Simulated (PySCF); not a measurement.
PySCF 2.14.0, R2SCAN/def2-svp, df: Hf(Cl)3(OSiH3) ([SiH3][O][Hf]([Cl])([Cl])[Cl]), 9 atoms. The geometry is a generated start, not checked to be a minimum at this level.

```json
{
 "task": "energy",
 "method": "r2scan",
 "basis": "def2-svp",
 "two_electron_scheme": "density fitting",
 "mol.max_memory": "3000 MB",
 "mf.max_cycle": "100",
 "mf.init_guess": "minao (default)",
 "mf.DIIS": "CDIIS (default)",
 "mf.diis_space": "8 (default)",
 "mf.conv_tol": "1e-09 (default)",
 "mf.grids.level": "3 (default)",
 "effective_core_potentials": "those of the basis set, past Kr",
 "basis_functions": "133",
 "grid_points": "143120"
}
```

```xyz
9

Hf     0.3162     0.6373     1.3049
Cl     2.1199     1.6618     2.1740
Cl    -0.7968    -0.2205     3.0608
Cl    -1.0080     2.2284     0.4340
O      0.6150    -0.5831    -0.0540
Si    -0.1634    -0.8716    -1.4534
H     -1.5176    -1.3476    -1.1199
H      0.6355    -1.8911    -2.1273
H     -0.2007     0.3864    -2.2192
```

Charge 0 and multiplicity 1 are set for this test and not shown to be the ground state.

One run each on 2 threads, 1 BLAS thread. Values of level_shift (Hartree) tried: 0 (default), 0.1, 0.3, 1.

**Question.** How does the count of Fock builds change with level_shift (Hartree), and where is it least?

**Answer.** Fewest Fock builds, within one of each other: 0 (default) with 13, 0.1 with 13. The count rises to 35 at 1. All converge to one solution.

| level_shift (Hartree) | Fock builds | end |
|---|---|---|
| 0 (default) | 13 | same solution |
| 0.1 | 13 | same solution |
| 0.3 | 15 | same solution |
| 1 | 35 | same solution |
